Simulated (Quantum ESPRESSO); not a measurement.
A working Quantum ESPRESSO input for LaGaSi (I4_1md, 6 atoms in the cell) (DFT, PBEsol, plane waves, GBRV 1.5 ultrasoft (PBESOL) pseudopotentials):

```fortran
&control
 calculation = 'scf'
 outdir = './work'
 pseudo_dir = './'
 tprnfor = .true.
 tstress = .true.
/
&system
 ibrav = 7
 A = 4.3266900000
 C = 14.3631200000
 nat = 6
 ntyp = 3
 ecutwfc = 50
 ecutrho = 250
 occupations = 'smearing'
 smearing = 'methfessel-paxton'
 degauss = 0.019992
/
&electrons
 conv_thr = 1.0d-10
/
ATOMIC_SPECIES
La   138.9055  la_pbesol_v1.uspp.F.UPF
Ga    69.7230  ga_pbesol_v1.4.uspp.F.UPF
Si    28.0850  si_pbesol_v1.uspp.F.UPF
ATOMIC_POSITIONS crystal
La   -0.5000000000    0.8746500000    0.3746500000
La    0.0000000000    0.6246500000    0.6246500000
Ga   -0.5000000000    0.2917200000    0.7917200000
Ga    0.0000000000    0.0417200000    0.0417200000
Si    0.0000000000    0.2086200000    0.2086200000
Si   -0.5000000000    0.4586200000    0.9586200000
K_POINTS automatic
6 6 6  0 0 0
```

The run converged in 13 iterations: free energy E − TS -14337.9769 eV; Fermi level (on the code's own zero) 11.35 eV; pressure -2.65 GPa; largest force (vector length) 0.110 eV/Å. Each of these slips is then made, one at a time:

(1)
```diff
- ecutwfc = 50
- ecutrho = 250
```

(2)
```diff
-La   138.9055  la_pbesol_v1.uspp.F.UPF
-Ga    69.7230  ga_pbesol_v1.4.uspp.F.UPF
+La   138.9055  ga_pbesol_v1.4.uspp.F.UPF
+Ga    69.7230  la_pbesol_v1.uspp.F.UPF
-La   -0.5000000000    0.8746500000    0.3746500000
-La    0.0000000000    0.6246500000    0.6246500000
-Ga   -0.5000000000    0.2917200000    0.7917200000
-Ga    0.0000000000    0.0417200000    0.0417200000
-Si    0.0000000000    0.2086200000    0.2086200000
-Si   -0.5000000000    0.4586200000    0.9586200000
+La  -0.5000000000    0.8746500000    0.3746500000
+La  0.0000000000    0.6246500000    0.6246500000
+Ga  -0.5000000000    0.2917200000    0.7917200000
+Ga  0.0000000000    0.0417200000    0.0417200000
+Si  0.0000000000    0.2086200000    0.2086200000
+Si  -0.5000000000    0.4586200000    0.9586200000
```

Problem. How does each altered input end?

Solution. 
(1) No plane-wave cutoff. The program stopped before any SCF iteration.
```
Error in routine set_cutoff (1):
ecutwfc not set
```

(2) Potential files assigned to the wrong elements. The run converged in 13 iterations without an error; against the sound input the pressure goes from -2.65 to 16.42 GPa and the largest force goes from 0.110 to 1.571 eV/Å.

The starting cell comes from a database of computed structures (which also holds hypothetical and non-ambient phases and stackings), without a prior relaxation at this level.

Left out of this page: 4 runs of the series outside the window shown, repeating another row's setting, or not comparable; 1 run of the series unsound by tests on forces, stress, charge or solver warnings.
